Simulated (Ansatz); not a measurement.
Gap of wurtzite InP, (0001) cell, strained to InP +3.0% (InP held in this type, which need not be the stable form; held in plane at the lattice of InP strained by +3 %), on one geometry relaxed at PBE.

Values marked by level come from r2SCAN (plane waves to 500 eV, PAW; Ansatz, an electronic-structure program); HSE06 (plane waves to 420 eV, PAW; Ansatz). Geometries and values that name no level are of the first. Spin–orbit coupling is left out. Its k-point mesh 9×9×5, Fermi–Dirac width 0.01 eV. HSE06 ran on meshes of its own (6×6×3); its edges and gaps are taken over the mesh and over extra points off it, mostly where PBE has its edges.

| level | gap (eV) |
|---|---|
| r2SCAN | … |
| HSE06 | 0.95 |

Q: Complete the blanks.

A: 
- r2SCAN, gap (eV): 0.65
